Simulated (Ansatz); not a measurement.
# MoS2, pressure series

The parent structure is MoS2 in the 2H-MoS2 type structure (space group P6_3/mmc, No. 194; layered, stacked along the Cartesian z axis).

```yaml
crystal:
  lattice:
    - [3.17300, 0.00000, 0.00000]
    - [-1.58650, 2.74790, 0.00000]
    - [0.00000, 0.00000, 12.43657]
  atoms:
    - { symbol: Mo, position: [0.33333, 0.66667, 0.25000] }
    - { symbol: Mo, position: [0.66667, 0.33333, 0.75000] }
    - { symbol: S, position: [0.33333, 0.66667, 0.62491] }
    - { symbol: S, position: [0.66667, 0.33333, 0.12491] }
    - { symbol: S, position: [0.66667, 0.33333, 0.37509] }
    - { symbol: S, position: [0.33333, 0.66667, 0.87509] }
```

Cell and atoms are relaxed at each pressure.

The values are results of r2SCAN+rVV10, PAW, 500 eV (Ansatz, an electronic-structure program; without spin-orbit coupling), not measurements.

Q: Only one of these has no band gap. Which?
(A) pressure 9 GPa
(B) pressure 30 GPa
(C) pressure 18 GPa
(D) pressure 1.8 GPa

A: B, pressure 30 GPa. Computed: pressure 30 GPa: zero; pressure 9 GPa: 0.54 eV; pressure 1.8 GPa: 0.87 eV; pressure 18 GPa: 0.26 eV

The mesh was chosen for an insulator and is coarse for the gapless case. Load acts through the strain it causes; cell and atoms are relaxed under it. Stability against distortions was not tested. No other phases were tried under pressure. The final runs are not spin-polarised. The zero or small gap of MoS2 under pressure 30 GPa and MoS2 under pressure 18 GPa can change with the level of theory.
